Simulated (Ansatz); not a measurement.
The starting structures come from a database of crystals and need not be the phases stable at ambient conditions.

By PBEsol, the system below comes out a metal.

A figure of merit of an interconnect metal is its ballistic conductance per area.

Input:

```xyz
8
Lattice="3.4509 0.0000 0.0000 0.0000 5.7707 0.0000 0.0000 0.0000 5.3296" Properties=species:S:1:pos:R:3 pbc="T T T"
Ni     2.5882     1.7847     2.6944
Ni     0.8627     3.9860     2.6353
Ni     0.8627     4.6701     5.3001
Ni     2.5882     1.1007     0.0295
Ge     2.5882     5.2688     3.6756
Ge     0.8627     0.5019     1.6540
Ge     0.8627     2.3834     4.3188
Ge     2.5882     3.3873     1.0108
```

The cell is taken as given; by PBEsol it stands under a pressure of -1.7 GPa.

The current flows along the normal of the first two printed cell vectors. No spin-orbit coupling; the value is a mean over 0.1 eV about the Fermi level.

Task: Compute, with PBEsol (Ansatz, a quantum-chemistry and plane-wave program), the ballistic conductance per area.

Result: 0.58 × 10¹⁵ S/m² for both spins.
